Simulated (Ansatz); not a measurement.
Base system: HfO$_{2}$ (space group Pca2_1, No. 29; a = 5.247 Å, b = 5.031 Å, c = 5.060 Å). Axes: x, y, z lie along a, b, c of the conventional cell.

Computed with Kohn–Sham DFT with the r2SCAN functional, run in Ansatz (a first-principles code) with PAW and 500 eV plane waves, without spin-orbit coupling, earlier PAW set.

Base values:

The valence-band top at Γ comes out as 0.00, -0.06, -0.18 eV and the volume per atom is 11.13 Å³.

One thing is altered: biaxial strain −2.03 %, plane normal [001], relaxed out of plane (Cartesian); in-plane vectors clamped, the third vector and the atoms free.

**Question.** How does this affect the valence-band top at Γ?

**Answer.** The valence-band top at Γ (three highest levels, from the VBM) becomes 0.00, -0.02, -0.12 eV (base: 0.00, -0.06, -0.18 eV).

**Question.** What happens to the energy relative to the base?

**Answer.** The energy increases by 14 meV/atom.

**Question.** What happens to the volume per atom?

**Answer.** The volume per atom shrinks by 0.31 Å³ (11.13 Å³ → 10.82 Å³).

Spin-orbit coupling, missing from the scalar runs, can matter with Hf. The levels and masses belong to the bands next to the band gap. Whether these cells are dynamically stable was not tested. This is not the structure that HfO2 has at room temperature and ambient pressure.
